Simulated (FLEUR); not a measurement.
FLEUR run on GaNi (Pm-3m, 2 atoms in the cell): self-consistent single point.

Method of the run: LDA (Perdew-Zunger), all-electron FLAPW (FLEUR), scalar-relativistic valence in FLEUR.

```xyz
2
Lattice="2.8830 0.0000 0.0000 0.0000 2.8830 0.0000 0.0000 0.0000 2.8830" Properties=species:S:1:pos:R:3 pbc="T T T"
Ga     0.0000     0.0000     0.0000
Ni     1.4415     1.4415     1.4415
```

Reference input (self-consistent single point, DFT, PBEsol, all-electron FLAPW (FLEUR), scalar-relativistic valence): Kmax = 3.6 1/bohr; GmaxXC = 12.6 1/bohr; xcFunctional = PBEs; jspins = 1; l_soc = F; mode = gauss; fermiSmearingEnergy = 0.00499791 Htr; mesh (inpgen div1-3) = 9 9 9; inpgen gamma flag = false; Gmax = 12.6 1/bohr; numbands = 0; maxIterBroyd = 25. This run's input differs from it in these lines:

```diff
@@ -14,3 +14,3 @@
 &comp jspins=1 /
-&exco xctyp='PBEs' /
+&exco xctyp='pz' /
 &kpt div1=9 div2=9 div3=9 /
@@ -27,3 +27,3 @@
       <coreElectrons ctail="T" frcor="F" kcrel="0" coretail_lmax="0"/>
-      <xcFunctional name="PBEs" relativisticCorrections="F"/>
+      <xcFunctional name="pz" relativisticCorrections="F"/>
       <magnetism jspins="1"/>
```

Log, with long lists cut:

```
 Iteration:     1   Distance:      23.04438927 me/bohr^3
 Iteration:     2   Distance:      15.52533398 me/bohr^3
 Iteration:     3   Distance:       7.63816056 me/bohr^3
 Iteration:     4   Distance:       9.05222455 me/bohr^3
 Iteration:     5   Distance:       6.72554103 me/bohr^3
   [... 6 lines left out ...]
 Iteration:    12   Distance:       0.00084917 me/bohr^3
 Iteration:    13   Distance:       0.00053936 me/bohr^3
 Iteration:    14   Distance:       0.00004283 me/bohr^3
 Iteration:    15   Distance:       0.00000845 me/bohr^3
 Run finished successfully
 Stop message:
   Structural relaxation: Done

[file out, last iteration]
             iter=     16
[...]
          total density-effective poten   -5.4998250452E+03
          total charge density-energy d   -1.3406417400E+02
 Updated energy parameters for spin:           1
[...]
 fermi energy and band-weighting factors:

[...]
FERMIE:
          first approx. to ef    (T=0)  :   0.366245 htr   (energy of the highest occ. eigenvalue)
          number of occ. states  (T=0)  :        505
          first approx. to seigv (T=0)  : -10.392756 htr
          sum of weights of occ. states :  14.532236
          sum of semicore charge        :   0.000000 e
          fermi energy=   0.36646 har   work function=  -9.97199 ev
          number of valence electrons=  29.00000
     band-weighting factor for spin=    1
   [... lines left out ...]
          total moment                 =     0.00000
 Direct bandgap for spin            1 :    4.4312219480650283E-002  Htr
 ---->    free energy=                     -3459.7444385510 htr
   [... lines left out ...]
      extrapolation for T->0
 ---->    total electron energy=           -3459.7444385510 htr
 ***** TOTAL FORCES ON ATOMS *****
 TOTAL FORCE FOR ATOM TYPE=  1  X=  0.000   Y=  0.000   Z=  0.000
                       FX_TOT= 0.000000 FY_TOT= 0.000000 FZ_TOT= 0.000000
 TOTAL FORCE FOR ATOM TYPE=  2  X=  2.724   Y=  2.724   Z=  2.724
                       FX_TOT= 0.000000 FY_TOT= 0.000000 FZ_TOT= 0.000000
 Structural relaxation: Done
```

The run converged in 15 iterations. FLEUR gives forces in its relaxation mode, with a further iteration, so its stop message speaks of a relaxation. 

The starting cell comes from a database of computed structures (which also holds hypothetical and non-ambient phases and stackings), without a prior relaxation at this level. Its lattice was rescaled by a random factor within 2.5 % of one. Spin polarisation is off. Values depend on the basis (sphere radii, cutoffs, local orbitals), which need not be converged. The log's line on a gap gives a spacing of levels on this mesh, which the program prints for metals too.
